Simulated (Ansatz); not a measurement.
Given:

```
VBiS4
1.0
   -3.01347     3.01347     7.25971
    3.01347    -3.01347     7.25971
    3.01347     3.01347    -7.25971
Bi V S
2 2 8
Direct
  0.75000   0.25000   0.50000
  0.00000   0.00000   0.00000
  0.25000   0.75000   0.50000
  0.50000   0.50000   0.00000
  0.05786   0.96463   0.36600
  0.59863   0.69186   0.63400
  0.71463   0.84863   0.40677
  0.44186   0.30786   0.59323
  0.69214   0.28537   0.13400
  0.15137   0.55814   0.86600
  0.03537   0.40137   0.09323
  0.30814   0.94214   0.90677
```

No spin polarisation.

Computed with plane-wave PAW DFT at the PBEsol level (Ansatz, a first-principles code, 420 eV), no SOC. Γ-centred 6×6×6 mesh, Fermi–Dirac width 0.05 eV.

Task: Predict the width of the top valence band.

Result: 0.48 eV.

Task: What band gap does the calculation give?

Result: 0.36 eV.

With Bi present, leaving out spin-orbit coupling can change the band edges. Stability against distortions was not tested. Starting moments died away, wholly or in part, for O → S; another magnetic solution may exist. All final runs are without spin polarisation. The cell was made from VBiO4 by this change: O → S; the result is a hypothetical phase, not in the database extracts checked.
